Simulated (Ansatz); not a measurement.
ZrO2-1T on ZrO2-1T (facing O atop O, which symmetry holds and which is mostly a maximum against sliding), space group P-6m2.

```yaml
crystal:
  lattice:
    - [3.26596, 0.00000, 0.00000]
    - [-1.63298, 2.82841, 0.00000]
    - [0.00000, 0.00000, 25.95600]
  atoms:
    - { symbol: O, position: [0.66667, 0.33333, 0.36434] }
    - { symbol: Zr, position: [0.00000, 0.00000, 0.40162] }
    - { symbol: O, position: [0.33333, 0.66667, 0.43883] }
    - { symbol: O, position: [0.33333, 0.66667, 0.56116] }
    - { symbol: Zr, position: [0.00000, 0.00000, 0.59836] }
    - { symbol: O, position: [0.66667, 0.33333, 0.63565] }
```

Calculation: PBE+D3(BJ) (plane waves to 420 eV, PAW; Ansatz, a first-principles code). Scalar-relativistic, without spin–orbit coupling; PBE gaps are too small against experiment. Its k-point mesh 12×12×1, Fermi–Dirac width 0.01 eV. A dipole correction is on.

### Question
List the levels next to the gap at Γ of this cell's own (folded) zone, from the top of the valence band (the table ends after a fixed count of bands, which can cut a degenerate set).

### Answer
```tsv
band	E − E_v (eV)
v4	-0.348
v3	-0.348
v2	-0.323
v1	-0.323
c1	4.390
c2	4.390
c3	4.404
c4	4.404
```
